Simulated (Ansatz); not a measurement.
Adsorption energy and surface dipole of H on the 1x1 (111) surface of fcc Pt, one in a 1x1 cell, started at the site 'bridge Pt-Pt (span 2.8 Å)', worked from the runs' numbers; total energies count from the potentials' own zero.

These are PBE (plane waves to 420 eV, PAW; Ansatz, a quantum-chemistry and plane-wave program) values and carry that method's errors.

Set-up: 5 atoms, 6.9 Å thick at the start under the adsorbate (thin: gaps and levels are the slab's own); mesh 12x12x1; 0.1 eV smearing; dipole correction on; 2 atoms held, the rest relaxed; held to the start's symmetry, so lower structures may exist; no spin, no spin-orbit, no U, no dispersion correction. At the end it is bonded to 3 Pt. In PBE it is, or lies within 0.03 eV of, the lowest of the starts that converged.

| quantity | value |
|---|---|
| slab with the adsorbate | -50107.086 eV |
| clean slab, same cell and mesh | -50090.829 eV |
| reference, ½ H2(g) | -15.872 eV |
| area of the cell | 6.82 Å² |
| change of the step from the bottom to the top vacuum level | -0.527 eV |

What is the adsorption energy against this reference?

E(slab + adsorbate) − E(slab) − E(reference) = -0.38 eV, so in this state the adsorbate is more stable than in the reference, at a coverage of 14.65 a nm².

What dipole does adsorption add to the slab along the outward normal (Helmholtz relation, ε₀ = 0.005526 e/(V·Å))?

p = −ε₀·A·ΔV = 0.020 e·Å = 0.10 D; its positive end points to the vacuum, which lowers the vacuum level.
